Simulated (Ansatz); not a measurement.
Structures of equal composition on the (111) surface of fcc Au: a layer of Re in place of the second plane; a layer of Re in place of the third plane. The slabs share one bottom face, and each structure is named by its start. These are constructed structures in small cells; real faces may alloy, dewet or reconstruct in larger ones, and not all known structures of the face are among them. Slabs of about 12 Å with all that they carry, Fermi-Dirac smearing of 0.1 eV. Bottom of the slabs: a bare face, its two planes held. Relaxed from the named starts with such symmetry as they have, on meshes of like density; energies extrapolated to zero smearing; no spin-orbit coupling, no U. Spin-polarised runs, if any, are marked in brackets, and their order is one that fits the cell; the others ran without spin.

Level of theory: PBE (plane waves to 420 eV, PAW; Ansatz, a program for electronic structure).

Problem. Rank these by energy per 1x1 cell (lowest first), as PBE gives it.

Solution. a layer of Re in place of the third plane (0.000 eV), a layer of Re in place of the second plane (0.274 eV)
